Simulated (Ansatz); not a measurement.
hypothetical zinc blende LuP with two functionals, biaxial strain +0.63 %, plane normal [111], relaxed out of plane

The parent structure is LuP in the zinc blende structure (space group F-43m, No. 216; a = 6.161 Å; a hypothetical phase, not in the database extracts checked). Axes: x, y, z lie along the cube axes.

(Cell as relaxed with PBE.)

Levels (all Ansatz, an electronic-structure program, PAW): PBE (420 eV, no SOC); r2SCAN (500 eV, no SOC).

Each level relaxes its own structure.

| base | PBE | r2SCAN |
|---|---|---|
| volume per atom | 29.23 Å³ | 28.89 Å³ |
| lattice parameter a | 616.1 pm | 613.7 pm |
| band gap | 1.69 eV | 1.98 eV |

Perturbation: tensile biaxial strain of 0.63 % in the plane normal to [111], as in epitaxy on a mismatched substrate; the out-of-plane cell vector and the atoms relax.

| quantity | PBE | r2SCAN |
|---|---|---|
| volume per atom | 29.37 Å³ | ? |
| band gap | 1.67 eV | ? |
| energy relative to the base (free energy F) | +0.5 meV/atom | ? |
| shift of the gap caused by the change | -0.02 eV | ? |

Problem. Given the PBE results, estimate those of r2SCAN.

Solution. 
- volume per atom, r2SCAN: 29.04 Å³
- band gap, r2SCAN: 1.96 eV
- energy relative to the base (free energy F), r2SCAN: +0.6 meV/atom
- shift of the gap caused by the change, r2SCAN: -0.02 eV

PBE's volume per atom lies 0.33 Å³ above r2SCAN's (1.1 %); PBE's band gap lies 0.29 eV below r2SCAN's; the two agree on the shift of the gap caused by the change. Neither level is exact; r2SCAN is the comparison here, not a measurement.

No phonon test of stability was made.
